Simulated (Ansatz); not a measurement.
## Effect of tensor shear ε_xz = +2.76 % on InAs

Take InAs in the zinc blende structure (space group F-43m, No. 216; a = 6.109 Å) as the base. Axes: x, y, z lie along the cube axes.

It is then changed as follows: tensor shear ε_xz = +2.76 % (engineering shear γ = 0.0552); the atoms relax in the strained cell.

All numbers come from Ansatz (a program for electronic structure) r2SCAN, scalar-relativistic without spin-orbit coupling. k-mesh 9×9×9 (Γ-centred); smearing 0.05 eV (Fermi–Dirac).

The volume per atom falls by 0.02 Å³, from 28.50 Å³ to 28.48 Å³ and the space group goes from F-43m (No. 216) to Imm2 (No. 44). The energy goes up by 10 meV/atom and the pressure (mean of the normal stresses, compression positive) remains 0.0 GPa. The band gap goes from 0.08 eV to zero and the valley order (the lowest conduction-band minima on the path, energy above the VBM, named in the base's zone) goes from Γ 0.08 eV; L along ⟨111⟩ 1.25 eV to Γ 0.03 eV; L along [1-1-1] 0.85 eV; L along [1-11] 1.31 eV; X along [010] 1.46 eV. The largest internal atomic displacement comes out as 0.027 Å and the stress (xx, yy, zz, yz, xz, xy; compression positive) amounts to (0.1, 0.0, 0.1, 0.0, -2.1, 0.0) GPa (rough).

Final structure:

```xyz
2
Lattice="0.0843 3.0547 3.0547 3.1390 0.0000 3.1390 3.0547 3.0547 0.0843" Properties=species:S:1:pos:R:3 pbc="T T T"
As     1.5695     1.5000     1.5695
In     0.0000     0.0273     0.0000
```

Without a gap, meshes like the base's 9×9×9 leave anisotropic stresses uncertain by several tenths of a GPa, and small strain energies with them. Whether these cells are dynamically stable was not tested. The final runs are not spin-polarised. Gaps under 0.05 eV, about the width of the smearing, are given as zero. The zero or small gap of InAs can change with the level of theory.
